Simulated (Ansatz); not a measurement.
Inside the gap of an insulator the Bloch states are evanescent, with a wavenumber k + iκ along the transport direction.

Here is the system:

```
Li2O
1.0
    3.29067     0.00000     0.00000
    0.00000     4.65371     0.00000
    1.64533     2.32686     1.64533
Li O
2 1
Direct
  0.50000   0.75000   0.00000
  0.50000   0.25000   0.00000
  0.00000   0.00000   0.00000
```

Space group of this cell: Fm-3m, anti-fluorite. The cell is taken as given; by r2SCAN its mean pressure is -4.1 GPa.

Transport runs along the normal of the first two printed cell vectors, the (110) plane of the conventional cell.

No gap correction and no spin-orbit coupling; mid-gap values are interpolated between computed energies.

Problem. State the band gap and the smallest decay constant κ at mid-gap according to r2SCAN run with Ansatz (a first-principles code).

Solution. Gap 5.65 eV on a 18×18×18 mesh; κ = 0.462 1/Å, at the zone centre.
